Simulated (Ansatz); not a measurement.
## PBE against r2SCAN: Ti, isotropic strain +2.37 %

Start from Ti in the hcp (Mg type) structure (space group P6_3/mmc, No. 194; a = 2.939 Å, c = 4.654 Å; relaxed with 0.1 eV smearing).

(Cell as relaxed with PBE.)

Levels (all Ansatz, a program for electronic structure, PAW, earlier PAW set): PBE (420 eV, without spin-orbit coupling); r2SCAN (500 eV, scalar-relativistic without spin-orbit coupling).

Each level relaxes its own structure.

```csv
base,PBE,r2SCAN
volume per atom,17.41 Å³,17.33 Å³
lattice parameter a,2.939 Å,2.937 Å
band gap,zero,zero
```

Perturbation: an isotropic linear strain of +2.37 %, atoms relaxed at fixed cell.

```csv
quantity,PBE,r2SCAN
"pressure (mean of the normal stresses, compression positive)",-6.9 GPa,[?]
energy relative to the base (free energy F),+29 meV/atom,[?]
band gap,zero,[?]
```

Q: Given the PBE results, estimate those of r2SCAN.

A: 
- pressure (mean of the normal stresses, compression positive), r2SCAN: -7.2 GPa
- energy relative to the base (free energy F), r2SCAN: +30 meV/atom
- band gap, r2SCAN: zero

PBE's pressure lies 0.38 GPa above r2SCAN's; PBE's energy relative to the base lies 1.4 meV/atom below r2SCAN's; the two agree on the band gap. Neither level is exact; r2SCAN is the comparison here, not a measurement.

Whether these cells are dynamically stable was not tested. All final runs are without spin polarisation.
